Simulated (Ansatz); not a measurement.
The reference is Ge in the diamond structure (space group Fd-3m, No. 227; a = 5.6222 Å).

Structures relaxed with LDA (Ansatz, a program for electronic structure; PAW; 420 eV plane waves; no SOC).

Base:

Simulated powder pattern, Cu Kα1, λ = 1.54056 Å (kinematic, ideal powder, no thermal factors, no anomalous dispersion; the 8 strongest lines at most, above 2 %, up to 2θ = 90°):

```json
[
 {"2θ (°)": "27.45", "I/Imax (%)": "100", "hkl": "(111)"},
 {"2θ (°)": "45.60", "I/Imax (%)": "75", "hkl": "(220)"},
 {"2θ (°)": "54.05", "I/Imax (%)": "45", "hkl": "(311)"},
 {"2θ (°)": "66.46", "I/Imax (%)": "12", "hkl": "(400)"},
 {"2θ (°)": "73.34", "I/Imax (%)": "18", "hkl": "(331)"},
 {"2θ (°)": "84.32", "I/Imax (%)": "24", "hkl": "(422)"}
]
```

One thing is altered: cell and atoms relaxed at a pressure of 9 GPa.

After the change:

Simulated powder pattern, Cu Kα1, λ = 1.54056 Å (kinematic, ideal powder, no thermal factors, no anomalous dispersion; the 8 strongest lines at most, above 2 %, up to 2θ = 90°):

| 2θ (°) | I/Imax (%) | hkl |
|---|---|---|
| 28.40 | 100 | (111) |
| 47.22 | 73 | (220) |
| 56.02 | 44 | (311) |
| 69.00 | 11 | (400) |
| 76.23 | 17 | (331) |
| 87.85 | 24 | (422) |

The indices refer to the base's conventional cell; one index is shown for lines that coincide.

Load acts through the strain it causes; cell and atoms are relaxed under it. Stability against distortions was not tested. Tetrahedral semiconductors of this kind turn to denser phases somewhere between about 1 and 50 GPa; those were not computed, so compressed cells here can lie past the real transition.
